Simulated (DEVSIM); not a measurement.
System: abrupt Si p-n junction, at 250 K.

Layer 1 from the left is Si, thickness (μm) 2.40, Na (cm⁻³) 1.1e18, τn (s) 0.00043, τp (s) 0.00043. Layer 2 from the left is Si, thickness (μm) 6.80, Nd (cm⁻³) 2.4e14, τn (s) 0.00043, τp (s) 0.00043.

Left contact: ohmic. Right contact: ohmic. Voltage is applied to the left contact. Recombination: SRH at mid-gap. Mobility is μmin + (μ − μmin)/(1 + (N/Nref)^α).

Constants are typed, rounded textbook-type inputs, not results; the design itself was drawn at random and stands for no fabricated device. Values at 300 K; Nc and Nv go as T^1.5, mobilities as T to minus their exponent, the gap by Varshni's rule with the affinity fixed.

Si: gap (eV) 1.124, affinity (eV) 4.05, permittivity 11.7, Nc (cm⁻³) 2.86e19, Nv (cm⁻³) 3.1e19, μn (cm²/Vs) 1417, μp (cm²/Vs) 470, μn,min 52, μp,min 45, Nref,n 9.7e16, Nref,p 2.2e17, αn 0.68, αp 0.72, T exponent of μn 2.3, T exponent of μp 2.2, Varshni α (eV/K) 0.000473, Varshni β (K) 636.

Simulated with DEVSIM: 1D drift-diffusion, Boltzmann statistics, complete ionisation; no tunnelling, impact ionisation, image-force lowering or self-heating.

Dark forward current:

| |V| (V) | |J| (A/cm²) |
|---|---|
| 0.05 | 1.749e-12 |
| 0.10 | 1.552e-11 |
| 0.15 | 1.423e-10 |
| 0.20 | 1.375e-9 |
| 0.25 | 1.359e-8 |
| 0.30 | 1.354e-7 |
| 0.35 | 1.351e-6 |
| 0.40 | 1.348e-5 |
| 0.45 | 0.0001343 |
| 0.50 | 0.001334 |
| 0.55 | 0.01309 |
| 0.60 | 0.1213 |
| 0.65 | 0.8904 |
| 0.70 | 4.529 |
| 0.75 | 17.86 |
| 0.80 | 61.96 |
| 0.85 | 199.1 |
| 0.90 | 576.8 |
| 0.95 | 1350 |
| 1.00 | 2334 |

Work out the local ideality factor n = ΔV / (kT/q · ln(J2/J1)) between the rows 0.10 and 0.15 V, 0.30 and 0.35 V, 0.95 and 1.00 V.

kT/q = 21.54 mV. From 0.10 to 0.15 V: ln(1.423e-10/1.552e-11) = 2.216, n = 1.05, near the 1 of diffusion or emission over a barrier. From 0.30 to 0.35 V: ln(1.351e-6/1.354e-7) = 2.300, n = 1.01, near the 1 of diffusion or emission over a barrier. From 0.95 to 1.00 V: ln(2334/1350) = 0.547, n = 4.24.

Estimate the current at 0.35 V from the Shockley equation with J0 = Σ q ni² D/(N L) coth(W/L), τ joining the SRH, radiative and Auger lifetimes that are on, and W taken as the whole layer.

ni² = 6.36e15 cm⁻⁶; electrons in the p layer: μ = 413 cm²/Vs, D = 8.90 cm²/s, τ = 0.000430 s, L = 619 μm, W/L = 0.0039, term 3.44e-17 A/cm²; holes in the n layer: μ = 697 cm²/Vs, D = 15.0 cm²/s, τ = 0.000430 s, L = 804 μm, W/L = 0.0085, term 9.38e-14 A/cm². J0 = 9.38e-14 A/cm², and J = J0 exp(qV/kT) = 1.07e-6 A/cm². The simulation gives 1.35e-6 A/cm²; the estimate lies 21 % below. The estimate leaves out recombination in the depletion region and that region's share of W.
